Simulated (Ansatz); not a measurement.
The parent structure is BaTiO3 in the cubic perovskite structure (space group Pm-3m, No. 221).

```yaml
crystal:
  lattice:
    - [3.93456, 0.00000, 0.00000]
    - [0.00000, 3.93456, 0.00000]
    - [0.00000, 0.00000, 3.93456]
  atoms:
    - { symbol: Ba, position: [0.00000, 0.00000, 0.00000] }
    - { symbol: Ti, position: [0.50000, 0.50000, 0.50000] }
    - { symbol: O, position: [0.50000, 0.00000, 0.50000] }
    - { symbol: O, position: [0.00000, 0.50000, 0.50000] }
    - { symbol: O, position: [0.50000, 0.50000, 0.00000] }
```

Cartesian axes are those of the cell as printed.

Computed with LDA (Ansatz, a program for electronic structure), without spin-orbit coupling.

It is then changed as follows: an isotropic linear strain of −1.20 %; the atoms relax in the strained cell.

### Question
Predict the stress tensor and what it implies for the stiffness.

### Answer
Stress of the strained cell less that of the base (GPa, compression positive):
```
   7.68    0.00    0.00
   0.00    7.68    0.00
   0.00    0.00    7.68
```

Then B = −ΔP/(ΔV/V₀) with ΔV/V₀ = -0.0356 gives secant stiffness values (nonlinear terms included at this strain): B ≈ 216 GPa.

As a check, the harmonic strain energy −½ V₀ Δσ:ε is 11 meV/atom; the computed energy rise is 10 meV/atom.

Whether these cells are dynamically stable was not tested. The final runs are not spin-polarised. Many cubic perovskites are stable only at high temperature; tilts and polar distortions were not tested. This is not the structure that BaTiO3 has at room temperature and ambient pressure.
